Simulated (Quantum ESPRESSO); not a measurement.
Input and output of a self-consistent single point for ScCoC2 (P4/nmm, 8 atoms in the cell) (Quantum ESPRESSO).

Level of theory: LDA (PZ), GBRV 1.5 ultrasoft (LDA) pseudopotentials (plane waves; Quantum ESPRESSO 7.5).

```yaml
crystal:
  lattice:
    - [3.30270, 0.00000, 0.00000]
    - [0.00000, 3.30270, 0.00000]
    - [0.00000, 0.00000, 7.09530]
  atoms:
    - { symbol: Sc, position: [0.50000, 0.00000, 0.65433] }
    - { symbol: Sc, position: [0.00000, 0.50000, 0.34567] }
    - { symbol: Co, position: [0.50000, 0.50000, 0.00000] }
    - { symbol: Co, position: [0.00000, 0.00000, 0.00000] }
    - { symbol: C, position: [0.00000, 0.50000, 0.85013] }
    - { symbol: C, position: [0.50000, 0.00000, 0.14987] }
    - { symbol: C, position: [0.50000, 0.00000, 0.34670] }
    - { symbol: C, position: [0.00000, 0.50000, 0.65330] }
```

Reference input (self-consistent single point, DFT, PBEsol, plane waves, GBRV 1.5 ultrasoft (PBESOL) pseudopotentials): ecutwfc = 50 Ry; ecutrho = 400 Ry; occupations = smearing; smearing = gaussian; degauss = 0.0073499 Ry; potentials = {Sc: sc_pbesol_v1.uspp.F.UPF, Co: co_pbesol_v1.2.uspp.F.UPF, C: c_pbesol_v1.2.uspp.F.UPF}; K_POINTS = automatic 9 9 4 0 0 0; conv_thr = 1e-09 Ry; mixing_beta = 0.4. This run's input differs from it in these lines:

```diff
@@ -23,5 +23,5 @@
 ATOMIC_SPECIES
-Sc    44.9559  sc_pbesol_v1.uspp.F.UPF
-Co    58.9332  co_pbesol_v1.2.uspp.F.UPF
-C     12.0110  c_pbesol_v1.2.uspp.F.UPF
+Sc    44.9559  sc_lda_v1.uspp.F.UPF
+Co    58.9332  co_lda_v1.2.uspp.F.UPF
+C     12.0110  c_lda_v1.2.uspp.F.UPF
 CELL_PARAMETERS {bohr}
```

Output (repeated stretches shortened):

```
     Self-consistent Calculation

     iteration #  1     ecut=    50.00 Ry     beta= 0.40

     total energy              =    -829.70554864 Ry
     estimated scf accuracy    <       6.23256117 Ry

     iteration #  2     ecut=    50.00 Ry     beta= 0.40

     total energy              =    -830.35506774 Ry
     estimated scf accuracy    <       6.01837361 Ry

     iteration #  3     ecut=    50.00 Ry     beta= 0.40

     total energy              =    -829.49889427 Ry
     estimated scf accuracy    <      35.08880845 Ry

   [... 11 blocks of this kind left out ...]

     iteration # 15     ecut=    50.00 Ry     beta= 0.40

     total energy              =    -831.68171922 Ry
     estimated scf accuracy    <          1.9E-09 Ry

     iteration # 16     ecut=    50.00 Ry     beta= 0.40
     End of self-consistent calculation

     the Fermi energy is    14.8405 ev

!    total energy              =    -831.68171923 Ry
     estimated scf accuracy    <          9.3E-12 Ry
     smearing contrib. (-TS)   =      -0.00036591 Ry
     internal energy E=F+TS    =    -831.68135332 Ry

     convergence has been achieved in  16 iterations

     Forces acting on atoms (cartesian axes, Ry/au):

     atom    1 type  1   force =     0.00000000    0.00000000    0.00175983
     atom    2 type  1   force =     0.00000000    0.00000000   -0.00175983
     atom    3 type  2   force =     0.00000000    0.00000000    0.00000000
     atom    4 type  2   force =     0.00000000    0.00000000    0.00000000
     atom    5 type  3   force =     0.00000000    0.00000000    0.01489340
   [... lines left out ...]

     Total force =     0.029903     Total SCF correction =     0.000013

          total   stress  (Ry/bohr**3)                   (kbar)     P=      -22.03
  -0.00014679   0.00000000   0.00000000          -21.59        0.00        0.00
   0.00000000  -0.00014679   0.00000000            0.00      -21.59        0.00
   0.00000000   0.00000000  -0.00015571            0.00        0.00      -22.91

   JOB DONE.
```

The run converged in 16 iterations. Against the reference run the pressure goes from 4.13 to -2.20 GPa and the largest force goes from 0.682 to 0.383 eV/Å.

The starting cell comes from a database of computed structures (which also holds hypothetical and non-ambient phases and stackings), without a prior relaxation at this level. Its lattice was rescaled by a random factor within 2.5 % of one. Spin polarisation is off.

Cost on one core of a shared machine: roughly 4 min.
